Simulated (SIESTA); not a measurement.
# Input and output of a self-consistent single point for Zr (Im-3m, 1 atom in the cell) (SIESTA)

Computed with LDA PW92, numerical atomic orbitals DZP, PseudoDojo LDA standard norm-conserving potentials (rewritten from UPF to PSML) (SIESTA).

Input as run:

```
# files in the folder: Zr.psml (PseudoDojo LDA standard)
SystemName  Zr
SystemLabel Zr

NumberOfAtoms                1
NumberOfSpecies              1
%block ChemicalSpeciesLabel
  1 40 Zr
%endblock ChemicalSpeciesLabel
LatticeConstant              3.117343 Ang
%block LatticeVectors
    -0.577350327    0.577350327    0.577350327
     0.577350327   -0.577350327    0.577350327
     0.577350327    0.577350327   -0.577350327
%endblock LatticeVectors
AtomicCoordinatesFormat      ScaledCartesian
%block AtomicCoordinatesAndAtomicSpecies
     0.000000000    0.000000000    0.000000000  1
%endblock AtomicCoordinatesAndAtomicSpecies

XC.functional                LDA
XC.authors                   PW92
PAO.BasisSize                DZP
PAO.EnergyShift              0.01 Ry
MeshCutoff                   300 Ry
%block kgrid.MonkhorstPack
    9   0   0  0.0
    0   9   0  0.0
    0   0   9  0.0
%endblock kgrid.MonkhorstPack
OccupationFunction           FD
ElectronicTemperature        0.1 eV

MaxSCFIterations             150
SCF.Mixer.Method             Broyden
SCF.Mixer.Weight             0.1
SCF.Mixer.History            8
SCF.DM.Tolerance             1.0E-05
Diag.ParallelOverK           true
WriteForces                  true
Charge.Mulliken              end
```

The program printed (abridged):

```
reinit: Reading from file input.fdf

reinit: System Name: Zr
reinit: System Label: Zr

coor:   Atomic-coordinates input format  =     Cartesian coordinates
coor:                                          (in units of alat)

siesta: Atomic coordinates (Bohr) and species
siesta:      0.00000   0.00000   0.00000  1        1

siesta: System type = bulk

initatomlists: Number of atoms, orbitals, and projectors:      1    19    18

siesta: ******************** Simulation parameters ****************************
redata: Spin configuration                          = none
redata: Time-Reversal Symmetry                      = T
redata: Number of Atomic Species                    =        1
redata: Mesh Cutoff                                 =   300.0000 Ry
redata: Net charge of the system                    =     0.0000 |e|
redata: Min. number of SCF Iter                     =        0
redata: Max. number of SCF Iter                     =      150
redata: SCF convergence failure will abort job
redata: SCF mix quantity                            = Hamiltonian
redata: Mix DM or H after convergence               =   F
redata: Recompute H after scf cycle                 =   F
redata: Mix DM in first SCF step                    =   T
redata: No kicks to SCF
redata: DM Mixing Weight for Kicks                  =     0.5000
redata: Require Harris convergence for SCF          =   F
redata: Harris energy tolerance for SCF             =     0.000100 eV
redata: Require DM convergence for SCF              =   T
redata: DM tolerance for SCF                        =     0.000010
redata: Require EDM convergence for SCF             =   F
redata: EDM tolerance for SCF                       =     0.001000 eV
redata: Require H convergence for SCF               =   T
redata: Hamiltonian tolerance for SCF               =     0.001000 eV
redata: Require (free) Energy convergence for SCF   =   F
redata: (free) Energy tolerance for SCF             =     0.000100 eV
redata: Using DFT-D3 dispersion                     =   F
redata: Using Saved Data (generic)                  =   F
redata: Method of Calculation                       = Diagonalization
redata: Electronic Temperature                      =  1160.4518 K
redata: Number of TDED substeps                     =        3
redata: Dynamics option                             = Single-point calculation
redata: Save all siesta data in one NC              =   F
redata: ***********************************************************************

%block SCF.Mixers
  Broyden
%endblock SCF.Mixers

%block SCF.Mixer.Broyden
  # Mixing method
  method broyden

  # Mixing options
  weight 0.1000
  weight.linear 0.1000
  weight.prime 0.1000
  history 8
%endblock SCF.Mixer.Broyden

DM_history_depth set to one: no extrapolation allowed by default for geometry relaxation
Size of DM history Fstack: 1
Total number of electrons:    12.000000
Total ionic charge:    12.000000

* ProcessorY, Blocksize:    1  20

* Orbital distribution balance (max,min):    19    19

 Kpoints in:          405 . Kpoints trimmed:          365

siesta: k-grid: Number of k-points = 365
siesta: k-points from Monkhorst-Pack grid
siesta: k-cutoff (effective) =    14.028 Ang
siesta: k-point supercell and displacements
siesta: k-grid:     9     0     0      0.000
siesta: k-grid:     0     9     0      0.000
siesta: k-grid:     0     0     9      0.000

diag: Algorithm                                     = D&C
diag: Parallel over k                               =   F
diag: Use parallel 2D distribution                  =   F
diag: Parallel block-size                           = 20
diag: Parallel distribution                         =     1 x     1
diag: Used triangular part                          = Lower
diag: Absolute tolerance                            =  0.100E-15
diag: Orthogonalization factor                      =  0.100E-05
diag: Memory factor                                 =  1.0000

superc: Internal auxiliary supercell:     7 x     7 x     7  =     343
superc: Number of atoms, orbitals, and projectors:    343   6517   6174

                        Single-point calculation

superc: Internal auxiliary supercell:     7 x     7 x     7  =     343
superc: Number of atoms, orbitals, and projectors:    343   6517   6174

outcell: Unit cell vectors (Ang):
       -1.799799    1.799799    1.799799
        1.799799   -1.799799    1.799799
        1.799799    1.799799   -1.799799

outcell: Cell vector modules (Ang)   :    3.117343    3.117343    3.117343
outcell: Cell angles (23,13,12) (deg):    109.4712    109.4712    109.4712
outcell: Cell volume (Ang**3)        :     23.3202
new_DM -- step:     1
Initializing Density Matrix...

Attempting to read DM from file... Failed...
DM filled with atomic data:

InitMesh: MESH = 30 x 30 x 30 = 27000
InitMesh: Mesh cutoff (required, used) =   300.000   383.943 Ry

stepf: Fermi-Dirac step function

        iscf     Eharris(eV)        E_KS(eV)     FreeEng(eV)     dDmax    Ef(eV) dHmax(eV)
   scf:    1    -1372.923368    -1378.118244    -1378.184036  1.681659 -5.023495  3.163688
   scf:    2    -1378.278509    -1378.199751    -1378.265268  0.029053 -5.095463  2.653313
   scf:    3    -1378.514848    -1378.395110    -1378.458224  0.142140 -5.486990  0.009754
   scf:    4    -1378.395077    -1378.395094    -1378.458235  0.000522 -5.485704  0.008550
   scf:    5    -1378.395053    -1378.395073    -1378.458246  0.000505 -5.485595  0.007711
   scf:    6    -1378.395003    -1378.395038    -1378.458259  0.000889 -5.485756  0.004371
   scf:    7    -1378.394967    -1378.395003    -1378.458264  0.000759 -5.485919  0.001520
   scf:    8    -1378.394974    -1378.394988    -1378.458264  0.000281 -5.486008  0.000492
   scf:    9    -1378.394981    -1378.394984    -1378.458264  0.000071 -5.486055  0.000346
   scf:   10    -1378.394983    -1378.394984    -1378.458264  0.000027 -5.486124  0.000278
   scf:   11    -1378.394983    -1378.394983    -1378.458264  0.000007 -5.486149  0.000244

SCF Convergence by DM+H criterion
max |DM_out - DM_in|         :     0.0000070983
max |H_out - H_in|      (eV) :     0.0002442721
SCF cycle converged after 11 iterations

Using DM_out to compute the final energy and forces

siesta: E_KS(eV) =            -1378.3950

siesta: E_KS - E_eggbox =     -1378.3950

siesta: Atomic forces (eV/Ang):
     1    0.000000   -0.000000    0.000000
   Tot    0.000000   -0.000000    0.000000
   Max    0.000000
   Res    0.000000    sqrt( Sum f_i^2 / 3N )
   Max    0.000000    constrained

Stress tensor Voigt[x,y,z,yz,xz,xy] (kbar):      100.98      100.98      100.98       -0.00       -0.00       -0.00
(Free)E + p*V (eV/cell)    -1379.9280
Target enthalpy (eV/cell)    -1378.4583

siesta: Program's energy decomposition (eV):
siesta: Ebs     =      -326.234553
siesta: Eions   =      2120.758278
siesta: Ena     =       460.911757
siesta: Ekin    =       392.748244
siesta: Enl     =       140.721726
siesta: Eso     =         0.000000
siesta: Edftu   =         0.000000
siesta: DEna    =        18.748969
siesta: DUscf   =         0.330086
siesta: DUext   =         0.000000
siesta: Ex      =      -244.056838
siesta: Ec      =       -27.040652
siesta: Exc     =      -271.097489
siesta: Eharris =     -1378.394983
siesta: Etot    =     -1378.394983
siesta: FreeEng =     -1378.458264

siesta: Stress tensor (static) (eV/Ang**3):
siesta:     0.063024   -0.000000   -0.000000
siesta:    -0.000000    0.063024   -0.000000
siesta:    -0.000000   -0.000000    0.063024

siesta: Cell volume =         23.320186 Ang**3

siesta: Pressure (static):
siesta:                Solid            Molecule  Units
siesta:          -0.00068642         -0.00068642  Ry/Bohr**3
siesta:          -0.06302438         -0.06302438  eV/Ang**3
siesta:        -100.97618233       -100.97618233  kBar

mulliken: Atomic and Orbital Populations:

Species: Zr
Atom  Qatom  Qorb
               4s      5s      5s      4py     4pz     4px     5py     5pz
               5px     4dxy    4dyz    4dz2    4dxz    4dx2-y2 4dxy    4dyz
               4dz2    4dxz    4dx2-y2
   1 12.000   1.882   0.426   0.192   1.951   1.951   1.951   0.283   0.283
              0.283   0.578   0.578   0.585   0.578   0.585  -0.008  -0.008

             -0.041  -0.008  -0.041

mulliken: Qtot =       12.000

Mulliken Atomic Populations:
Atom #   charge [q] valence [e]  Species
     1     0.000000   12.000000  Zr
 Total     0.000000
```

The run converged in 11 iterations.

The starting cell comes from a database of computed structures (which also holds hypothetical and non-ambient phases and stackings), without a prior relaxation at this level. Its lattice was rescaled by up to half a per cent. Values carry the incompleteness of an atom-centred basis. With a pressure of about -10 GPa the cell is away from its equilibrium volume at this level.
